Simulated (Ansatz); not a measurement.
An Ansatz (a quantum-chemistry and plane-wave program) input (Ansatz, PBE, PAW, cutoff 420 eV, spin-orbit coupling left out):

Ansatz 0.2 input:
```yaml
crystal:
  lattice:
    - [0, 1.8330864448, 1.8330864448]
    - [1.8330864448, 0, 1.8330864448]
    - [1.8330864448, 1.8330864448, 0]
  atoms:
    - { symbol: Cu, position: [0, 0, 0] }
basis: { ecutwfc: 420, ecutrho_ratio: 4, xc_grid: 2, fft_grid_basis: typed }
kpoints: { mp_grid: { grid: [31, 31, 31] } }
hamiltonian:
  xc: pbe
  dispersion: none
  pseudopotentials: { kind: paw }
scf: { occupations: { method: fermi_dirac, width: 0.1 }, convergence: { dr2_threshold: 0.0000000001 } }
relax: { f_tol: 0.005, max_steps: 50 }
output: { forces: true, stress: true }
checkpoint: { write: state.ck, write_every: 1000 }
```

Question: Which symmetry and how many k-points will the program report, and about how many plane waves at Γ?

Answer: Space group Fm-3m (ITA 225) with 48 operations, k-points 816 of 29791, and 259 plane waves at Γ.

Question: And the final pressure?

Answer: -3.90 GPa (compression positive).

The cells carry an imposed strain or load. Whether these cells are dynamically stable was not tested. All final runs are without spin polarisation. The cell was made from Cu in the fcc (Cu type) structure (space group Fm-3m, No. 225) by this change: isotropic strain +1.00 %.
